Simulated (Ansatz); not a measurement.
An Ansatz (a quantum-chemistry and plane-wave program) input (Ansatz PBE, no spin-orbit coupling, earlier PAW set):

Ansatz 0.2 input:
```yaml
crystal:
  lattice:
    - [0, 2.5976231625, 2.5976231625]
    - [2.5976231625, 0, 2.5976231625]
    - [2.5976231625, 2.5976231625, 0]
  atoms:
    - { symbol: O, position: [0, 0, 0] }
    - { symbol: Sr, position: [0.5, 0.5, 0.5] }
basis: { ecutwfc: 420, ecutrho_ratio: 4, xc_grid: 2, fft_grid_basis: typed }
kpoints: { mp_grid: { grid: [11, 11, 11] } }
hamiltonian:
  xc: pbe
  dispersion: none
  pseudopotentials: { azcp: { folder: ./paw }, kind: paw }
scf: { occupations: { method: fermi_dirac, width: 0.05 }, convergence: { dr2_threshold: 0.0000000002 } }
output: { forces: true, stress: true }
checkpoint: { write: state.ck, write_every: 1000 }
```

Task: Which symmetry and how many k-points will the program report, and about how many plane waves at Γ?

Result: Space group Fm-3m (ITA 225) with 48 operations, k-points 56 of 1331, and 701 plane waves at Γ.

Stability against distortions was not tested. The cell was made from MgO by this change: Mg → Sr.
